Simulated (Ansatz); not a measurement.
Consider the following.

End structure of a constructed model of the (000-1) surface of 4H silicon carbide, C-terminated, (√3x√3)R30° Al adatom at T4 (bottom of the slab: 3 H on 3 bottom sites):

```xyz
28
Lattice="4.6411 2.6796 0.0000 -4.6411 2.6796 0.0000 0.0000 0.0000 27.5000" Properties=species:S:1:pos:R:3 pbc="T T T"
Si    -1.5470     0.8932     9.4812
Si     1.5470     0.8932     9.4812
Si     0.0000     3.5727     9.4812
C      0.0000     0.0000    10.1154
C     -1.5470     2.6796    10.1154
C      1.5470     2.6796    10.1154
Si     0.0000     0.0000    12.0233
Si    -1.5470     2.6796    12.0032
Si     1.5470     2.6796    12.0032
C     -3.0804     1.7785    12.6385
C      0.0000     1.8021    12.6385
C      3.0804     1.7785    12.6385
Si    -3.0537     1.7631    14.5454
Si     0.0000     1.8330    14.5454
Si     3.0537     1.7631    14.5454
C      0.0000     0.0000    15.0139
C     -1.5470     2.6796    15.2476
C      1.5470     2.6796    15.2476
Si     0.0000     0.0000    16.8114
Si    -1.5470     2.6796    17.2556
Si     1.5470     2.6796    17.2556
C     -1.4538     0.8394    17.7416
C      1.4538     0.8394    17.7416
C      0.0000     3.6804    17.7416
H     -1.5460     0.8926     7.9813
H      1.5460     0.8926     7.9813
H      0.0000     3.5740     7.9813
Al     0.0000     0.0000    19.0151
```

Slab: 28 atoms, 11.5 Å thick at the start with caps and adatoms (thin: gaps and levels are the slab's own); k 6x6x1, smearing 0.025 eV, dipole-corrected; single point; on the structure that PBE left under its start's symmetry; no spin, no spin-orbit, no U. In PBE it lies 0.27 eV a 1x1 cell over the lowest computed structure of the same composition ((√3x√3)R30° Al adatom at H3).

Q: Predict the gap of the slab on its k-mesh from r2SCAN, at the PBE geometry in Ansatz (an electronic-structure program).

A: 1.01 eV

Q: What is the computed highest filled level below the top vacuum level (r2SCAN, at the PBE geometry)?

A: 3.96 eV
